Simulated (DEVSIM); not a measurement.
Device: Pt/SiO2/p-Ge capacitor, at 400 K.

Layer 1 from the left is SiO2, thickness (nm) 1.40. Layer 2 from the left is Ge, thickness (nm) 790, Na (cm⁻³) 5.7e17.

Metal gate on the left, work function 5.6 eV. Fixed charge at the semiconductor interface -2.4e11 cm⁻² (in units of +e); no interface traps.

Constants are typed, rounded textbook-type inputs, not results; the design itself was drawn at random and stands for no fabricated device. Values at 300 K; Nc and Nv go as T^1.5, mobilities as T to minus their exponent, the gap by Varshni's rule with the affinity fixed.

SiO2: gap (eV) 9, affinity (eV) 0.9, permittivity 3.9. Ge: gap (eV) 0.664, affinity (eV) 4, permittivity 16, Nc (cm⁻³) 1.04e19, Nv (cm⁻³) 6e18, Varshni α (eV/K) 0.000477, Varshni β (K) 235.

**Question.** Estimate by hand the flat-band voltage, the threshold voltage, and compare with a numerical solution.

**Answer.** 
- Flat-band voltage: C = 2.47 μF/cm², work-function difference 1.072 V; VFB = φms − qNf/C = 1.09 V; numerical 1.09 V.
- Threshold voltage: φF = 0.207 V, depletion charge √(4εqNφF) = 3.27e-7 C/cm²; VT = VFB + 2φF + Qd/C = 1.63 V; numerical 1.63 V.

DEVSIM, 1D Poisson equation in equilibrium, Boltzmann statistics, complete ionisation; no quantum confinement or tunnelling. Metal contacts follow the ideal Schottky-Mott rule: no Fermi-level pinning, no interface dipoles.
